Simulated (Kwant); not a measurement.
Device: π system c1ccc2c(c1)sc1ccccc12 between two chain leads. The π system is taken as planar. Atoms are numbered from 0 in the order of the SMILES. Site energies (eV, carbon 0): [0.0, 0.0, 0.0, 0.0, 0.0, 0.0, -2.64, 0.0, 0.0, 0.0, 0.0, 0.0, 0.0]. Bonds (i, j, β in eV): (0,1,-2.4) (1,2,-2.4) (2,3,-2.4) (3,4,-2.4) (4,5,-2.4) (4,6,-1.68) (6,7,-1.68) (7,8,-2.4) (8,9,-2.4) (9,10,-2.4) (10,11,-2.4) (11,12,-2.4) (5,0,-2.4) (12,7,-2.4) (12,3,-2.4). Leads: chains of hopping −3.6 eV, joined by −1.2 eV to atoms 0 and 9.

Site energies and bond integrals are typed Hückel values.

Kwant, Hückel tight-binding model, one pz orbital an atom, one spin, coherent transport at 0 K. Conductance is in e²/h.

Sweep values stay those of the base run.

Base results: transmission at E = 0 0.0057.

Q: What follows from this one change: contacts moved from atoms [0, 9] to [0, 5]?

A: transmission at E = 0 0.0057 → 0.033.

Q: What follows from this one change: contacts moved from atoms [0, 9] to [0, 1]?

A: transmission at E = 0 0.0057 → 0.023.
